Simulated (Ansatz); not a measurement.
Consider BeTe in the zinc blende structure (space group F-43m, No. 216; a = 5.6046 Å).

Computed with Ansatz (a program for electronic structure) PBEsol, without spin-orbit coupling, earlier PAW set.

For the base:

The smallest direct gap is 3.61 eV and the valley order is X along ⟨100⟩ 1.84 eV; L along ⟨111⟩ 3.08 eV.

One thing is altered: every lattice vector is stretched by 2.63 %; the atoms relax in the strained cell.

Q: Estimate the effect on the smallest direct gap, energy relative to the base and valley order.

A: The smallest direct gap falls by 0.324 eV to 3.28 eV; the energy goes up by 24 meV/atom; the valley order (the lowest conduction-band minima on the path, energy above the VBM, named in the base's zone) goes from X along ⟨100⟩ 1.84 eV; L along ⟨111⟩ 3.08 eV to X along ⟨100⟩ 2.02 eV; L along ⟨111⟩ 2.87 eV; Γ 3.28 eV.

Spin-orbit coupling, missing from the scalar runs, can matter with Te. No phonon test of stability was made.
